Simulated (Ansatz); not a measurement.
# Ba in the bcc (W type) structure (space group Im-3m, No. 229)

Space group Im-3m (No. 229); a = b = c = 5.020 Å, α = β = γ = 90.00°

```
atom  site  symmetry       x       y       z
----  ----  --------  ------  ------  ------
Ba      2a      m-3m  0.0000  0.0000  0.0000
```
(The calculation used a cell of 1 atom; values per cell refer to that cell.)

The values are results of DFT with PBE, PAW potentials and a 420 eV plane-wave cutoff in Ansatz (a first-principles code), no spin-orbit coupling, not measurements. Settings: 13×13×13 k-points, 0.05 eV Fermi–Dirac smearing.

```json
{
  "volume_per_atom": "63.25 Å³",
  "density": "3.61 g/cm³",
  "band_gap": "zero",
  "total_energy": "-5949.540 eV/atom (σ→0; compares only within this code and set-up)"
}
```

Whether these cells are dynamically stable was not tested.
